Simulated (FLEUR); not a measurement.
Input and output of a self-consistent single point for PNO (I2_12_12_1, 6 atoms in the cell) (FLEUR).

Method: LDA (Perdew-Zunger), all-electron FLAPW (FLEUR), scalar-relativistic valence.

The change in words: lattice scaled by 0.98. Reference geometry:
```
CELL_PARAMETERS angstrom
     -2.22378     2.38856     3.50218
      2.22378    -2.38856     3.50218
      2.22378     2.38856    -3.50218
ATOMIC_POSITIONS crystal
  P  0.61083 0.86083 0.75000
  P  0.88917 0.63917 0.25000
  N  0.75000 0.89204 0.14204
  N  0.25000 0.60796 0.35796
  O  0.87288 0.75000 0.62288
  O  0.62712 0.25000 0.87712
```

Reference input (self-consistent single point, DFT, LDA (Perdew-Zunger), all-electron FLAPW (FLEUR), scalar-relativistic valence): Kmax = 4.7 1/bohr; GmaxXC = 16.4 1/bohr; xcFunctional = pz; jspins = 1; l_soc = F; mode = hist; fermiSmearingEnergy = 0.0001 Htr; mesh (inpgen div1-3) = 5 5 5; inpgen gamma flag = false; Gmax = 16.4 1/bohr; numbands = 0; maxIterBroyd = 99. This run's input differs from it in these lines:

```diff
@@ -3,6 +3,6 @@
 &input film=f /
--0.4645427029 0.4989648015 0.7315970230
-0.4645427029 -0.4989648015 0.7315970230
-0.4645427029 0.4989648015 -0.7315970230
-9.0461965803
+-0.4645426596 0.4989648877 0.7315969917
+0.4645426596 -0.4989648877 0.7315969917
+0.4645426596 0.4989648877 -0.7315969917
+8.8652722534
 1.0 1.0 1.0
@@ -48,5 +48,5 @@
          <bravaisMatrix>
-            <row-1>   -4.2023446103772990     4.5137336810193682     6.6181704876202598</row-1>
-            <row-2>    4.2023446103772990    -4.5137336810193682     6.6181704876202598</row-2>
-            <row-3>    4.2023446103772990     4.5137336810193682    -6.6181704876202598</row-3>
+            <row-1>   -4.1182971506725217     4.4234595743476577     6.4858065111889207</row-1>
+            <row-2>    4.1182971506725217    -4.4234595743476577     6.4858065111889207</row-2>
+            <row-3>    4.1182971506725217     4.4234595743476577    -6.4858065111889207</row-3>
          </bravaisMatrix>
```

Output, abridged:

```
 Iteration:     1   Distance:      28.51188970 me/bohr^3
 Iteration:     2   Distance:      25.40013487 me/bohr^3
 Iteration:     3   Distance:       9.77204601 me/bohr^3
 Iteration:     4   Distance:       5.37302591 me/bohr^3
 Iteration:     5   Distance:       2.08163146 me/bohr^3
   [... 7 lines left out ...]
 Iteration:    13   Distance:       0.00062327 me/bohr^3
 Iteration:    14   Distance:       0.00009621 me/bohr^3
 Iteration:    15   Distance:       0.00005005 me/bohr^3
 Iteration:    16   Distance:       0.00000317 me/bohr^3
 Reset of history
 Run finished successfully
 Stop message:
   Structural relaxation: new displacements generated

[file out, last iteration]
             iter=     17
[...]
          total density-effective poten   -1.4527245890E+03
          total charge density-energy d   -7.3781569784E+01
 Updated energy parameters for spin:           1
[...]
 fermi energy and band-weighting factors:
    0.582059

[...]
FERMIE:
          first approx. to ef    (T=0)  :   0.156191 htr   (energy of the highest occ. eigenvalue)
          number of occ. states  (T=0)  :        432
          first approx. to seigv (T=0)  :  -5.146833 htr
          sum of weights of occ. states :  16.000000
          sum of semicore charge        :   0.000000 e
FERHIS:  Fermi-Energy by histogram:
          bandgap                     :   0.195206 htr
   [... lines left out ...]
          charge neutrality (T=0)     :   0.000000    (zero if the highest occ. eigenvalue is "entirely" occupied)
 Direct bandgap for spin            1 :   0.21015105745175769       Htr
 ---->    free energy=                      -940.4796039476 htr
   [... lines left out ...]
 TOTAL FORCE FOR ATOM TYPE=  1  X=  0.000   Y= -2.212   Z= -1.805
                       FX_TOT= 0.000000 FY_TOT= 0.000000 FZ_TOT= 0.005066
 TOTAL FORCE FOR ATOM TYPE=  2  X=  1.170   Y=  0.000   Z= -3.243
                       FX_TOT= 0.024315 FY_TOT= 0.000000 FZ_TOT= 0.000000
 TOTAL FORCE FOR ATOM TYPE=  3  X= -2.059   Y= -1.125   Z=  0.000
                       FX_TOT= 0.000000 FY_TOT= 0.018381 FZ_TOT= 0.000000
```

The run converged in 16 iterations. FLEUR gives forces in its relaxation mode, with a further iteration, so its stop message speaks of a relaxation. Against the reference run the free energy goes up by 42.6 meV/atom, the largest force goes from 0.085 to 1.250 eV/Å and the gap on the mesh goes from 5.139 to 5.312 eV.

The starting cell comes from a database of computed structures (which also holds hypothetical and non-ambient phases and stackings), without a prior relaxation at this level. For this run, on top of that: lattice scaled by 0.98. Values depend on the basis (sphere radii, cutoffs, local orbitals), which need not be converged. Forces in this geometry exceed 1 eV/Å.

Cost on one core of a shared machine: roughly 5 min.
